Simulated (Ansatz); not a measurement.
Take Si in the diamond structure (space group Fd-3m, No. 227; a = 5.434 Å) as the base. Axes: x, y, z lie along the cube axes.

Perturbation: tensile biaxial strain of 2.50 % in the plane normal to [110], as in epitaxy on a mismatched substrate; the out-of-plane cell vector and the atoms relax.

Levels (all Ansatz, a program for electronic structure, PAW): PBEsol (420 eV, no spin-orbit coupling); r2SCAN (500 eV, no SOC); HSE06 (420 eV, no SOC).

At the geometry relaxed with PBEsol, these levels gave the following band gaps, in shuffled order: (a) 0.93 eV, (b) 0.28 eV, (c) 0.55 eV.

Match each gap to its level.

(a) HSE06; (b) PBEsol; (c) r2SCAN.

A biaxial case was relaxed in a doubled cell and then solved in the primitive one. Single points use the geometry relaxed with PBEsol. HSE06 gaps are upper bounds (no full band path). Stability against distortions was not tested. A zero or small gap of Si under biaxial strain +2.50 %, plane normal [110], relaxed out of plane can be the functional's error rather than a property of the material.
